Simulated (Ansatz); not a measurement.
Electronic density of states of amorphous Al$_{28}$O$_{43}$K$_{2}$, density 3.04 g/cm³, on a 2×2×2 Γ-centred mesh with a Gaussian width of 0.1 eV; energies count from the Fermi level, whose place inside the gap is arbitrary. Cell and mesh are small, so fine structure isn't converged. Calculation: PBE, scalar-relativistic without spin-orbit coupling (plane waves to 420 eV, PAW; Ansatz, an electronic-structure program). Sampling: a 2×2×2 Γ-centred mesh; Fermi-Dirac width 0.02 eV; no spin polarisation. At PBE the levels at the filled edge of the gap are localised (band-tail or defect states), and the nearest spread-out levels lie 3.9 eV apart at the zone centre.

It comes from a melt-quench run on a machine-learned potential (CHGNet), relaxed afterwards by DFT. O atoms were pushed apart under 1.9 Å during the dynamics, to hinder bonds among them. The hot cell started wider than the set density and was brought back towards it in steps. It is the lowest in DFT energy of 2 quenches. It is a model cell: composition and starting density were chosen by hand, and all elements were melted together. No dispersion term was used. Its density started from a set value of 3.04 and ended at 3.04 g/cm³. The quench (nominally 340 K/ps over its main leg) was far faster than any real one, so the model tends to hold more defects than a real film. Values belong to this one cell and scatter from quench to quench. The volume was held where the preparation left it and the shape relaxed, at a PBE pressure of 2.3 GPa. Stress components on the final sampling reach 2.3 GPa.

(E - EF (eV), states/(eV atom)): (-12.00, 0.00); (-11.90, 0.00); (-11.80, 0.00); (-11.70, 0.00); (-11.60, 0.00); (-11.50, 0.00); (-11.40, 0.00); (-11.30, 0.00); (-11.20, 0.00); (-11.10, 0.00); (-11.00, 0.00); (-10.90, 0.00); (-10.80, 0.00); (-10.70, 0.00); (-10.60, 0.00); (-10.50, 0.00); (-10.40, 0.00); (-10.30, 0.00); (-10.20, 0.00); (-10.10, 0.00); (-10.00, 0.00); (-9.90, 0.00); (-9.80, 0.00); (-9.70, 0.00); (-9.60, 0.00); (-9.50, 0.00); (-9.40, 0.00); (-9.30, 0.00); (-9.20, 0.00); (-9.10, 0.01); (-9.00, 0.06); (-8.90, 0.13); (-8.80, 0.16); (-8.70, 0.24); (-8.60, 0.25); (-8.50, 0.27); (-8.40, 0.36); (-8.30, 0.34); (-8.20, 0.41); (-8.10, 0.45); (-8.00, 0.37); (-7.90, 0.31); (-7.80, 0.39); (-7.70, 0.47); (-7.60, 0.45); (-7.50, 0.40); (-7.40, 0.39); (-7.30, 0.44); (-7.20, 0.41); (-7.10, 0.39); (-7.00, 0.39); (-6.90, 0.43); (-6.80, 0.50); (-6.70, 0.49); (-6.60, 0.47); (-6.50, 0.42); (-6.40, 0.42); (-6.30, 0.50); (-6.20, 0.51); (-6.10, 0.48); (-6.00, 0.49); (-5.90, 0.53); (-5.80, 0.55); (-5.70, 0.58); (-5.60, 0.57); (-5.50, 0.58); (-5.40, 0.66); (-5.30, 0.71); (-5.20, 0.73); (-5.10, 0.67); (-5.00, 0.63); (-4.90, 0.63); (-4.80, 0.61); (-4.70, 0.66); (-4.60, 0.66); (-4.50, 0.62); (-4.40, 0.69); (-4.30, 0.72); (-4.20, 0.70); (-4.10, 0.72); (-4.00, 0.77); (-3.90, 0.77); (-3.80, 0.72); (-3.70, 0.74); (-3.60, 0.75); (-3.50, 0.74); (-3.40, 0.68); (-3.30, 0.54); (-3.20, 0.52); (-3.10, 0.56); (-3.00, 0.58); (-2.90, 0.51); (-2.80, 0.44); (-2.70, 0.41); (-2.60, 0.33); (-2.50, 0.32); (-2.40, 0.29); (-2.30, 0.27); (-2.20, 0.32); (-2.10, 0.31); (-2.00, 0.18); (-1.90, 0.05); (-1.80, 0.08); (-1.70, 0.21); (-1.60, 0.19); (-1.50, 0.05); (-1.40, 0.00); (-1.30, 0.00); (-1.20, 0.00); (-1.10, 0.00); (-1.00, 0.00); (-0.90, 0.00); (-0.80, 0.00); (-0.70, 0.00); (-0.60, 0.00); (-0.50, 0.00); (-0.40, 0.00); (-0.30, 0.00); (-0.20, 0.00); (-0.10, 0.00); (0.00, 0.00); (0.10, 0.00); (0.20, 0.00); (0.30, 0.00); (0.40, 0.00); (0.50, 0.00); (0.60, 0.00); (0.70, 0.00); (0.80, 0.00); (0.90, 0.00); (1.00, 0.00); (1.10, 0.00); (1.20, 0.00); (1.30, 0.00); (1.40, 0.00); (1.50, 0.01); (1.60, 0.02); (1.70, 0.00); (1.80, 0.00); (1.90, 0.00); (2.00, 0.00); (2.10, 0.00); (2.20, 0.02); (2.30, 0.04); (2.40, 0.04); (2.50, 0.04); (2.60, 0.03); (2.70, 0.03); (2.80, 0.05); (2.90, 0.07); (3.00, 0.05); (3.10, 0.05); (3.20, 0.09); (3.30, 0.10); (3.40, 0.07); (3.50, 0.05); (3.60, 0.05); (3.70, 0.05); (3.80, 0.10); (3.90, 0.13); (4.00, 0.15); (4.10, 0.15); (4.20, 0.12); (4.30, 0.15); (4.40, 0.20); (4.50, 0.22); (4.60, 0.25); (4.70, 0.27); (4.80, 0.26); (4.90, 0.23); (5.00, 0.26); (5.10, 0.35); (5.20, 0.38); (5.30, 0.35); (5.40, 0.33); (5.50, 0.39); (5.60, 0.43); (5.70, 0.38); (5.80, 0.39); (5.90, 0.40); (6.00, 0.37); (6.10, 0.35)

The level gap on this mesh is 3.16 eV; the broadening fills part of it in the curve.
